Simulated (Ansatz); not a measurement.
## What isotropic strain −3.00 % does to CaS

Base system: CaS in the rock salt structure (space group Fm-3m, No. 225; a = 5.633 Å).

Now apply this change: the cell is scaled by 0.9700 in all directions, atoms relaxed at fixed cell.

Level of theory: Ansatz (a first-principles code), PBEsol, PAW, cutoff 420 eV, spin-orbit coupling left out. k-mesh 10×10×10 (Γ-centred); smearing 0.05 eV (Fermi–Dirac).

The space group is still Fm-3m (No. 225) and the energy grows by 38 meV/atom. The pressure goes from zero to 6.80 GPa and the band gap decreases by 0.27 eV, from 2.16 eV to 1.89 eV. The gap character stays indirect, Γ → X and the smallest direct gap falls by 0.205 eV, from 3.00 eV to 2.80 eV. The mean gap deformation potential ΔEg/Δln V comes out as +2.9 eV and the width of the top valence band goes up by 0.21 eV to 1.85 eV. The electron mass goes from 1.4 mₑ along k, 0.29 mₑ across (at X) to 1.4 mₑ along k, 0.26 mₑ across (at X).

Masses are band curvatures over ±0.01 Å⁻¹ around the edge. Along k means along the line from Γ to the band edge. No phonon test of stability was made.
